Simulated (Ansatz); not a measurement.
**BeS, response to strain**

Consider BeS in the zinc blende structure (space group F-43m, No. 216; a = 4.869 Å).

Strains are applied to the cell and any free atomic positions relax.

Level of theory: plane-wave PAW DFT at the r2SCAN level (Ansatz, an electronic-structure program, 500 eV), no spin-orbit coupling.

| isotropic strain (%) | pressure (GPa) |
|---|---|
| -3 | 10.6 |
| -2.5 | 8.5 |
| -2 | 6.6 |
| -1.5 | ? |
| -1 | 3.1 |
| -0.5 | 1.5 |
| 0 | 0.0 |

Problem. Fit P = P₀ − Bδ + Cδ² with δ = (1 + ε)³ − 1 to the rows shown and predict the withheld row.

Solution. Least squares on the printed values gives P₀ = 0.0 GPa, B = 93.9 GPa, C = 309 GPa (largest residual 0.0 GPa); this predicts 4.8 GPa, and the run gives 4.8 GPa, in agreement.

Stability against distortions was not tested.
